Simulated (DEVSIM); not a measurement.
System: Si p+/n-/n+ power diode, at 350 K.

Layer 1 from the left is Si, thickness (μm) 7.00, Na (cm⁻³) 1.7e18, τn (s) 1.9e-6, τp (s) 1.9e-6. Layer 2 from the left is Si, thickness (μm) 20.0, Nd (cm⁻³) 1.5e16, τn (s) 1.9e-6, τp (s) 1.9e-6. Layer 3 from the left is Si, thickness (μm) 2.60, Nd (cm⁻³) 3.9e18, τn (s) 1.9e-6, τp (s) 1.9e-6.

Left contact: ohmic. Right contact: ohmic. Voltage is applied to the left contact. Recombination: SRH at mid-gap, radiative, Auger. Gap narrowing is on: ΔEg = 6.92 meV × (l + √(l² + 0.5)), l = ln(N/1.3e17 cm⁻³), shared equally by both band edges. Mobility is μmin + (μ − μmin)/(1 + (N/Nref)^α).

The device is made up for the run: typed textbook-type constants, with dimensions and the other settings drawn at random. Values at 300 K; Nc and Nv go as T^1.5, mobilities as T to minus their exponent, the gap by Varshni's rule with the affinity fixed.

Si: gap (eV) 1.124, affinity (eV) 4.05, permittivity 11.7, Nc (cm⁻³) 2.86e19, Nv (cm⁻³) 3.1e19, μn (cm²/Vs) 1417, μp (cm²/Vs) 470, μn,min 52, μp,min 45, Nref,n 9.7e16, Nref,p 2.2e17, αn 0.68, αp 0.72, T exponent of μn 2.3, T exponent of μp 2.2, B (cm³/s) 4.7e-15, Cn (cm⁶/s) 2.8e-31, Cp (cm⁶/s) 9.9e-32, Varshni α (eV/K) 0.000473, Varshni β (K) 636.

Model (solved in DEVSIM): 1D drift-diffusion, Boltzmann statistics, complete ionisation; no tunnelling, impact ionisation, image-force lowering or self-heating.

### Question
What does the simulation give for the potential step across the device at zero bias, the dark forward voltage at 1 A/cm², the dark forward voltage at 100 A/cm²?

### Answer
potential step across the device at zero bias 0.907 V; dark forward voltage at 1 A/cm² 0.613 V; dark forward voltage at 100 A/cm² 0.786 V.
